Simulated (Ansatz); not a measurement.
The reference is KBr in the rock salt structure (space group Fm-3m, No. 225; a = 6.608 Å). Axes: x, y, z lie along the cube axes.

One thing is altered: strain tensor (xx, yy, zz, yz, xz, xy) = (−1.60, +1.07, +0.78, +0.24, −0.35, −0.27) %; the atoms relax in the strained cell.

All numbers come from plane-wave PAW DFT at the r2SCAN level (Ansatz, a first-principles code, 500 eV), spin-orbit coupling left out.

### Question
Give the band edges at the high-symmetry points of the new zone, measured from its valence-band maximum.

### Answer
```
point  valence edge (eV)  conduction edge (eV)
-----  -----------------  --------------------
Γ                   0.00                  5.04
X                  -0.33                  7.10
Y                  -0.34                  7.10
Z                  -0.32                  7.10
R                  -0.34                  7.10
T                  -0.28                  6.36
U                  -0.27                  6.37
V                  -0.32                  6.32
```

The gap is 5.04 eV, direct at Γ.

Stability against distortions was not tested. k-point labels follow each cell's own Brillouin zone.
